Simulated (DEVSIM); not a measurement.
Structure: illuminated Si n-on-p cell, one wavelength, at 400 K.

Layer 1 from the left is Si, thickness (μm) 0.160, Nd (cm⁻³) 1.8e18, τn (s) 7e-7, τp (s) 4.5e-6, absorption coefficient (cm⁻¹) 2800. Layer 2 from the left is Si, thickness (μm) 120, Na (cm⁻³) 3.8e16, τn (s) 5e-6, τp (s) 5e-6, absorption coefficient (cm⁻¹) 2800.

Left contact: ohmic, minority hole recombination velocity 1e6 cm/s. Right contact: ohmic, minority electron recombination velocity 800 cm/s. Voltage is applied to the left contact. Recombination: SRH at mid-gap, radiative, Auger. Light enters at the left, 2e17 photons cm⁻² s⁻¹, one pass, no reflection. Mobility is μmin + (μ − μmin)/(1 + (N/Nref)^α).

Constants are typed, rounded textbook-type inputs, not results; the design itself was drawn at random and stands for no fabricated device. Values at 300 K; Nc and Nv go as T^1.5, mobilities as T to minus their exponent, the gap by Varshni's rule with the affinity fixed.

Si: gap (eV) 1.124, affinity (eV) 4.05, permittivity 11.7, Nc (cm⁻³) 2.86e19, Nv (cm⁻³) 3.1e19, μn (cm²/Vs) 1417, μp (cm²/Vs) 470, μn,min 52, μp,min 45, Nref,n 9.7e16, Nref,p 2.2e17, αn 0.68, αp 0.72, T exponent of μn 2.3, T exponent of μp 2.2, B (cm³/s) 4.7e-15, Cn (cm⁶/s) 2.8e-31, Cp (cm⁶/s) 9.9e-32, Varshni α (eV/K) 0.000473, Varshni β (K) 636.

Model (solved in DEVSIM): 1D drift-diffusion, Boltzmann statistics, complete ionisation; no tunnelling, impact ionisation, image-force lowering or self-heating.

Dark forward current:

```csv
|V| (V),|J| (A/cm²)
0.05,2.438e-6
0.10,1.232e-5
0.15,5.347e-5
0.20,0.0002269
0.25,0.0009614
0.30,0.004081
0.35,0.01731
0.40,0.07284
0.45,0.2960
0.50,1.076
0.55,3.143
0.60,7.303
0.65,14.65
0.70,26.98
0.75,46.61
0.80,75.78
0.85,116.4
0.90,169.7
0.95,236.9
1.00,318.5
1.05,414.8
1.10,525.9
1.15,652.0
1.20,792.7
1.25,947.9
1.30,1117
```

Question: Work out the local ideality factor n = ΔV / (kT/q · ln(J2/J1)) between the rows 0.15 and 0.20 V, 0.25 and 0.30 V, 1.25 and 1.30 V.

Answer: kT/q = 34.47 mV. From 0.15 to 0.20 V: ln(0.0002269/5.347e-5) = 1.445, n = 1.00, near the 1 of diffusion or emission over a barrier. From 0.25 to 0.30 V: ln(0.004081/0.0009614) = 1.446, n = 1.00, near the 1 of diffusion or emission over a barrier. From 1.25 to 1.30 V: ln(1117/947.9) = 0.164, n = 8.84.

Question: What current could the absorbed light give at most, and what share is collected?

Answer: Σ αd = 33.6, so qΦ(1 − exp(−Σ αd)) = 32.0 mA/cm². The simulated short-circuit current is 30.44 mA/cm², a share of 0.95.

Question: Estimate the open-circuit voltage by superposition: the voltage at which the dark current equals that short-circuit current.

Answer: Interpolating ln J in the table gives 0.370 V. The simulation gives 0.369 V, the same within the digits that matter. Superposition holds where collection doesn't change with voltage.

Question: Estimate the fill factor from FF0 = (v − ln(v + 0.72))/(v + 1), v = qVoc/(nkT), with n from the dark curve.

Answer: The rows about Voc, 0.35 and 0.40 V, give n = 1.01, so v = 10.6 and FF0 = 0.705. The simulation gives 0.707, the same within the digits that matter.
